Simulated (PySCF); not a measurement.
PySCF 2.14.0, PBE0/def2-svp: Sc(F)(OH)2 ([OH][Sc]([OH])[F]), 6 atoms. The geometry is a generated start, not checked to be a minimum at this level.

task: energy and gradient
method: pbe0
basis: def2-svp
mol.max_memory: 7000 MB
mf.init_guess: minao (default)
mf.DIIS: CDIIS (default)
mf.diis_space: 8 (default)
mf.conv_tol: 1e-09 (default)
mf.grids.level: 3 (default)
basis functions (reference run): 83
grid points (reference run): 82688

```xyz
6

Sc     0.3376     0.0310    -0.0564
F      2.0141     0.3285    -0.5924
O      0.0721    -1.1637     1.2452
H     -0.2553    -1.7788     1.9030
O     -0.8839     0.9920    -0.9353
H     -1.2847     1.5910    -1.5641
```
Charge 0, spin multiplicity 1.

The reference run uses exact four-centre integrals. Single runs; times are not shown.

Settings tried, all else as in the reference:
- density fitting, auxbasis = def2-universal-jfit
- density fitting
- density fitting of J alone, exact K
- density fitting, auxbasis = autoaux

**Question.** Sort the settings: which keep to the reference within 0.10 meV/atom in energy, 1.0 meV/Å in forces (largest component), and which don't?

**Answer.** Within it: density fitting. At the edge, too close to call: density fitting, auxbasis = autoaux. Outside: density fitting of J alone, exact K; density fitting, auxbasis = def2-universal-jfit.

| setting | energy against the reference | difference in forces (largest component) |
|---|---|---|
| density fitting | −0.0015 meV/atom | 0.27 meV/Å |
| density fitting, auxbasis = autoaux | −0.067 meV/atom | 1.2 meV/Å |
| density fitting of J alone, exact K | −0.29 meV/atom | 0.18 meV/Å |
| density fitting, auxbasis = def2-universal-jfit | +2900 meV/atom | 96 meV/Å |

Total energies are compared; such shifts often cancel in part in energy differences. def2-universal-jfit is made for Coulomb alone and misses functions that exchange needs. No test of the SCF solution's stability was run. Also tried and not ranked: density fitting, auxbasis = def2-universal-jkfit (same energy as a listed run); COSX exchange (sgx_fit, pjs) with fitted J, mf.with_df.grids_level_i = 1, mf.with_df.grids_level_f = 1 (gradient came out as NaN); COSX exchange (sgx_fit, pjs) with fitted J, mf.with_df.grids_level_i = 1, mf.with_df.grids_level_f = 2 (default) (gradient came out as NaN); COSX exchange (sgx_fit, pjs) with fitted J, mf.with_df.grids_level_i = 1, mf.with_df.grids_level_f = 3 (gradient came out as NaN); COSX exchange (sgx_fit, pjs) with fitted J, mf.with_df.grids_level_i = 1, mf.with_df.grids_level_f = 4 (gradient came out as NaN). The tolerance is a choice made for this comparison.
